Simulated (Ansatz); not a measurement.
Ansatz (an electronic-structure program) run on Co2HgTe4 (I-4, 7 atoms in the cell): relaxation of the atoms.

Level of theory: LDA (PW92), default PAW files made with PBE (plane waves; Ansatz).

```
CELL_PARAMETERS angstrom
     -3.18389     3.18389     5.90884
      3.18389    -3.18389     5.90884
      3.18389     3.18389    -5.90884
ATOMIC_POSITIONS crystal
  Co 0.50000 0.50000 0.00000
  Co 0.25000 0.75000 0.50000
  Hg 0.00000 0.00000 0.00000
  Te 0.39000 0.88000 0.01000
  Te 0.87000 0.38000 0.99000
  Te 0.12000 0.13000 0.51000
  Te 0.62000 0.61000 0.49000
```
Moments meant for the start (each program seeds them in its own way; μB, in the order of the atoms Co Co Hg Te Te Te Te): 3.0 3.0 0.0 0.0 0.0 0.0 0.0.

Reference input (self-consistent single point, DFT, LDA (PW92), plane waves, default PAW files made with PBE): kpoints.mp_grid.grid = 3 3 3; hamiltonian.xc = lda; hamiltonian.pseudopotentials = {kind: paw} (the program's default PAW files); magnetization.spin_polarized = true; scf.occupations.method = cold; scf.occupations.width = 0.05 eV. This run's input differs from it in these lines:

```diff
@@ -22,2 +22,3 @@
   occupations: { method: cold, width: 0.05 eV }
+relax: {}
 output:
```

Log, with long lists cut:

```
   [... SCF lines of the steps left out ...]
relax step   1: F+E_penalty+E_count = -50953.34020883 eV  Δ(F+E_penalty+E_count) = +0.000e0 eV  max|allowed force component| = 1.535e0 eV/Å  Δτ_max = 0.0000 Å  (26 SCF iters, dr2 threshold 2.50e-6 eV, accepted)
relax step   2: F+E_penalty+E_count = -50954.29617566 eV  Δ(F+E_penalty+E_count) = -9.560e-1 eV  max|allowed force component| = 9.242e-1 eV/Å  Δτ_max = 0.1950 Å  (15 SCF iters, dr2 threshold 1.00e-4 eV, accepted)
   [... lines left out ...]
relax step   6: F+E_penalty+E_count = -50955.11926210 eV  Δ(F+E_penalty+E_count) = -6.475e-3 eV  max|allowed force component| = 2.830e-2 eV/Å  Δτ_max = 0.0521 Å  (14 SCF iters, dr2 threshold 3.26e-7 eV, accepted)
relax step   7: F+E_penalty+E_count = -50955.11957813 eV  Δ(F+E_penalty+E_count) = -3.160e-4 eV  max|allowed force component| = 5.489e-3 eV/Å  Δτ_max = 0.0059 Å  (11 SCF iters, dr2 threshold 1.23e-7 eV, accepted)
relax step   8: F+E_penalty+E_count = -50955.11957820 eV  Δ(F+E_penalty+E_count) = -6.825e-8 eV  max|allowed force component| = 5.507e-3 eV/Å  Δτ_max = 0.0000 Å  (3 SCF iters, accepted)
the relaxation is at rest under the 4 symmetry operations that the run kept from its start: a minimum is not shown …
the relaxation's final electronic state is not compared with the one that a single-point calculation of its input finds at the relaxed geometry …
Stability not checked (fill_not_monotonic)
Magnetization: -0.6078 μB (58.6961 up, 59.3039 down)
   [... lines left out ...]
Absolute magnetization: 0.7128 μB (∫|ρ↑−ρ↓|, with the PAW one-centre terms)
Free energy (F): -50955.119578 eV
Fermi energy:    6.279046 eV
   [... lines left out ...]
    - { symbol: Te, position: [0.3519303497561948, 0.7788465120834879, -0.10143702576455496] }
    - { symbol: Te, position: [0.8802835378480427, 0.4533673755207497, 1.1014370257645545] }
    - { symbol: Te, position: [0.22115348791651188, 0.11971646215195705, 0.5730838376727068] }
    - { symbol: Te, position: [0.5466326244792501, 0.648069650243805, 0.42691616232729307] }
```

The run converged.  The full log also holds: “iter 11 did not close the SCF: its close was put off for a magnetic moment that had not settled (scf_convergence_deferred on its scf_iter line)”. The full log also holds: “iter 9 did not close the SCF: its close was put off for a magnetic moment that had not settled (scf_convergence_deferred on its scf_iter line)”.

Summary of the result:
```
Quantity                                                  Value
-----------------------------------------------  --------------
Free energy E − TS (on the zero of these files)  -50955.1196 eV
Fermi level (on the code's own zero)                    6.28 eV
Pressure                                              -4.13 GPa
Largest force (vector length)                        0.009 eV/Å
Size of the cell's spin moment                          0.61 μB
Relaxation steps                                              8
```

The starting cell was generated: these elements placed on a structure prototype, without a prior relaxation; it need not be a known phase or ordering of this composition. The moments shrank to a small part of their start, a low-spin state that need not be the lowest. The program warned that a starting moment was not kept. The relaxation keeps the symmetry of its start, so its end need not be a minimum. Ansatz's pressure includes its estimate of the finite-basis (Pulay) stress.

Cost on one core of a shared machine: roughly 4 min.

Keys are those of Ansatz 0.2.
